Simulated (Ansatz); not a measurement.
**A computed series for Rh: response to strain**

Take Rh in the fcc (Cu type) structure (space group Fm-3m, No. 225; a = 3.802 Å; relaxed with 0.1 eV smearing) as the base. Axes: x, y, z lie along the cube axes.

Strains are applied to the cell and any free atomic positions relax; under biaxial strain the out-of-plane vector relaxes too; under stress the whole cell relaxes.

Method: r2SCAN (Ansatz, a first-principles code), scalar-relativistic without spin-orbit coupling, earlier PAW set.

Notes on the quantities. energy relative to the base: free energy F.

| case | energy relative to the base | shortest interatomic distance |
|---|---|---|
| base | 0 meV/atom | 2.688 Å |
| biaxial strain −2.52 %, plane normal [001], relaxed out of plane | +27 meV/atom | ___ |
| biaxial strain −2.33 %, plane normal [001], relaxed out of plane | +23 meV/atom | 2.626 Å |
| biaxial strain +0.69 %, plane normal [001], relaxed out of plane | +1.8 meV/atom | 2.689 Å |
| biaxial strain +3.58 %, plane normal [110], relaxed out of plane | ___ | 2.637 Å |
| biaxial strain −0.38 %, plane normal [111], relaxed out of plane | +0.8 meV/atom | 2.678 Å |
| uniaxial strain ε_yy = −3.77 % | +29 meV/atom | 2.638 Å |
| uniaxial strain ε_zz = −2.57 % | ___ | 2.654 Å |
| uniaxial stress, 2 GPa tension along z | ___ | 2.683 Å |
| uniaxial stress, 0.5 GPa compression along z | 0.0 meV/atom | 2.687 Å |

Question: Some entries are withheld; estimate them.

Answer: 
- biaxial strain −2.52 %, plane normal [001], relaxed out of plane, shortest interatomic distance: 2.620 Å
- biaxial strain +3.58 %, plane normal [110], relaxed out of plane, energy relative to the base: +58 meV/atom
- uniaxial strain ε_zz = −2.57 %, energy relative to the base: +13 meV/atom
- uniaxial stress, 2 GPa tension along z, energy relative to the base: +0.5 meV/atom

A biaxial case was relaxed in a doubled cell and then solved in the primitive one. Stability under load was not tested beyond the relaxation. The final runs are not spin-polarised. Rh lies near a magnetic instability that expansion can trigger; it was not tested.
